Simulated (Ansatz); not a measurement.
# Effect of uniaxial strain ε_zz = +2.50 % on Hf

Take Hf in the hcp (Mg type) structure (space group P6_3/mmc, No. 194; a = 3.1983 Å, c = 5.0488 Å; relaxed with 0.1 eV smearing) as the base. Axes: x lies along a and z along c of the hexagonal cell.

The change: uniaxial strain ε_zz = +2.50 %, all other strain components held at zero; the atoms relax in the strained cell.

The values are results of r2SCAN/PAW in Ansatz (an electronic-structure program), without spin-orbit coupling, not measurements. Settings: 21×21×12 k-points, 0.1 eV Fermi–Dirac smearing.

| quantity | base | changed | shift |
|---|---|---|---|
| volume per atom | 22.36 Å³ | 22.92 Å³ | +0.56 Å³ |
| space group | P6_3/mmc (No. 194) | P6_3/mmc (No. 194) | – |
| shortest interatomic distance | 3.128 Å | 3.179 Å | +0.051 Å |
| energy relative to the base (free energy F) | 0 meV/atom | +8.6 meV/atom | +8.6 meV/atom |
| band gap | zero | zero | – |
| stress (xx, yy, zz, yz, xz, xy; compression positive) | – | (-1.5, -1.5, -4.8, 0.0, 0.0, 0.0) GPa | – |

Whether these cells are dynamically stable was not tested. All final runs are without spin polarisation.
